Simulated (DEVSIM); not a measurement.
Device: TaN/SiO2/p-Ge capacitor, at 300 K.

```
layer (left to right)  material  thickness (nm)  Na (cm⁻³)
---------------------  --------  --------------  ---------
1                          SiO2            1.60          -
2                            Ge            3300     3.3e16
```

Metal gate on the left, work function 4.4 eV. Fixed charge at the semiconductor interface 7.8e10 cm⁻² (in units of +e); no interface traps.

Constants are typed, rounded textbook-type inputs, not results; the design itself was drawn at random and stands for no fabricated device. Values at 300 K.

```
parameter      SiO2       Ge
-------------  ----  -------
gap (eV)          9    0.664
affinity (eV)   0.9        4
permittivity    3.9       16
Nc (cm⁻³)         -  1.04e19
Nv (cm⁻³)         -     6e18
```

DEVSIM, 1D Poisson equation in equilibrium, Boltzmann statistics, complete ionisation; no quantum confinement or tunnelling. Metal contacts follow the ideal Schottky-Mott rule: no Fermi-level pinning, no interface dipoles.

Question: Tabulate band edges, carrier densities and field at 0.15 V on the gate.

Answer: Energies count from the Fermi level of the right contact; mesh points crowd at the junctions.

| x (μm) | Ec (eV) | Ev (eV) | n (cm⁻³) | p (cm⁻³) | field (V/cm) |
|---|---|---|---|---|---|
| 0.000 | 3.350 | -5.650 | < 1e2 | < 1e2 | 130000 |
| 0.0007098 | 3.360 | -5.640 | < 1e2 | < 1e2 | 130000 |
| 0.001323 | 3.368 | -5.632 | < 1e2 | < 1e2 | 130000 |
| 0.002242 | 0.274 | -0.390 | 2.6e14 | 1.7e12 | 41000 |
| 0.004940 | 0.285 | -0.379 | 1.7e14 | 2.6e12 | 40000 |
| 0.009607 | 0.304 | -0.360 | 8.2e13 | 5.3e12 | 39000 |
| 0.01911 | 0.339 | -0.325 | 2.1e13 | 2.1e13 | 35000 |
| 0.04865 | 0.426 | -0.238 | 7.2e11 | 6.1e14 | 24000 |
| 0.09865 | 0.504 | -0.160 | 3.5e10 | 1.2e16 | 8300 |
| 0.2005 | 0.529 | -0.135 | 1.4e10 | 3.2e16 | 240 |
| 0.4079 | 0.529 | -0.135 | 1.3e10 | 3.3e16 | ≈ 0 |
| 1.017 | 0.529 | -0.135 | 1.3e10 | 3.3e16 | ≈ 0 |
| 1.955 | 0.529 | -0.135 | 1.3e10 | 3.3e16 | ≈ 0 |
| 2.641 | 0.529 | -0.135 | 1.3e10 | 3.3e16 | ≈ 0 |
| 3.047 | 0.529 | -0.135 | 1.3e10 | 3.3e16 | ≈ 0 |
| 3.177 | 0.529 | -0.135 | 1.3e10 | 3.3e16 | ≈ 0 |
| 3.241 | 0.529 | -0.135 | 1.3e10 | 3.3e16 | ≈ 0 |
| 3.272 | 0.529 | -0.135 | 1.3e10 | 3.3e16 | ≈ 0 |
| 3.291 | 0.529 | -0.135 | 1.3e10 | 3.3e16 | ≈ 0 |
| 3.297 | 0.529 | -0.135 | 1.3e10 | 3.3e16 | ≈ 0 |
| 3.300 | 0.529 | -0.135 | 1.3e10 | 3.3e16 | ≈ 0 |
| 3.302 | 0.529 | -0.135 | 1.3e10 | 3.3e16 | ≈ 0 |
